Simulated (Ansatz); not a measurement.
The decay constant κ of evanescent states in the gap governs leakage through a thin film.

Here is the system:

```yaml
crystal:
  lattice:
    - [3.67217, 0.00000, 0.00000]
    - [0.00000, 3.67217, 0.00000]
    - [0.00000, 0.00000, 5.32966]
  atoms:
    - { symbol: Zr, position: [0.00000, 0.00000, 0.00000] }
    - { symbol: Zr, position: [0.50000, 0.50000, 0.50000] }
    - { symbol: O, position: [0.00000, 0.50000, 0.30177] }
    - { symbol: O, position: [0.00000, 0.50000, 0.80177] }
    - { symbol: O, position: [0.50000, 0.00000, 0.19823] }
    - { symbol: O, position: [0.50000, 0.00000, 0.69823] }
```

The cell is strained (all lengths scaled by 1.02); by r2SCAN it stands under a pressure of -13.1 GPa.

Transport runs along the normal of the first two printed cell vectors, the (001) plane of the conventional cell.

The gap is the functional's own, uncorrected, and κ follows it; spin-orbit coupling is left out. Mid-gap means the computed energy nearest the middle.

Question: Predict the band gap and the smallest decay constant κ at mid-gap from Ansatz (a first-principles code) with r2SCAN.

Answer: Gap 4.37 eV on a 8×8×6 mesh; κ = 0.374 1/Å, at the zone centre.
